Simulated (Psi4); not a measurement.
Psi4 1.11, DLPNO-CCSD(T)/cc-pvtz, freeze_core True: a series of growing systems, each on 32 threads, fitted integrals in core.

```yaml
task: energy
method: dlpno-ccsd(t)
basis: cc-pvtz
memory: 64 GB
freeze_core: true
scf_type: df (default)
guess: auto, which took SAD (default)
diis_max_vecs: 10 (default)
scf_initial_accelerator: adiis (default)
e_convergence: 1e-08 (default)
d_convergence: 1e-08 (default)
```

Machine: one whole node, AMD EPYC (Zen 5), 96 cores on 1 socket, no SMT, 12 L3 cache groups.

Each time is the median wall time of two to five repeats, run one at a time on the otherwise empty machine; start-up is included. Unless noted, each process is bound to its own block of adjacent cores. The times hold for this build (conda-forge: OpenMP (LLVM), MKL, Libint2). Scratch files lie in a memory file system.

Measured:

```
system                                   basis functions  SCF iterations  wall time  peak memory
---------------------------------------  ---------------  --------------  ---------  -----------
cluster of 4 water molecules, 12 atoms               232              11     3.89 s      2.3 GiB
cluster of 8 water molecules, 24 atoms               464              11     16.6 s      5.1 GiB
cluster of 12 water molecules, 36 atoms              696              11     36.5 s       10 GiB
```

Still to run:

```tsv
system	basis functions
cluster of 16 water molecules, 48 atoms	928
```

Task: Extrapolate to the larger systems: what do they cost?

Result: The two largest measured give a power of ln(36.5/16.6) / ln(36/24) = 1.94 in the count of atoms; the table sets what it predicts beside the runs.

```
system                                   time by that power  SCF iterations  wall time  peak memory
---------------------------------------  ------------------  --------------  ---------  -----------
cluster of 16 water molecules, 48 atoms                64 s              11     77.9 s       19 GiB
```

From the smallest system to the largest the time grows as the power 2.2 of the count of atoms; from step to step the powers are 2.1, 1.9, 2.6. The largest part is the correlated step (60 %) in the smallest system and still the same (74 %) in the largest.
